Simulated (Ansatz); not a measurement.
Phonon-limited transport in metals: ZrB2 (P6/mmm) under several functionals (Ansatz, a quantum-chemistry and plane-wave program, without spin-orbit coupling). The PBE cell:

```
ZrB2
1.0
    3.17060     0.00000     0.00000
   -1.58530     2.74582     0.00000
    0.00000     0.00000     3.54315
Zr B
1 2
Cartesian
  0.00000   0.00000   0.00000
  0.00000   1.83055   1.77158
  1.58530   0.91527   1.77158
```

```
Functional  cell relaxed with  volume (Å³/atom)  resistivity at 300 K
----------  -----------------  ----------------  --------------------
PBE                       PBE             10.28             5.2 μΩ·cm
PBEsol                 PBEsol             10.07             4.8 μΩ·cm
```

For the resistivity at 300 K, PBE gives 5.2 μΩ·cm and PBEsol 4.8 μΩ·cm: PBE lies 8 % above.

Metals; harmonic phonons alone scatter; means over directions. Halving the electron mesh moves these values by up to 2 %; q meshes are mostly untested. Spin-orbit coupling is left out.
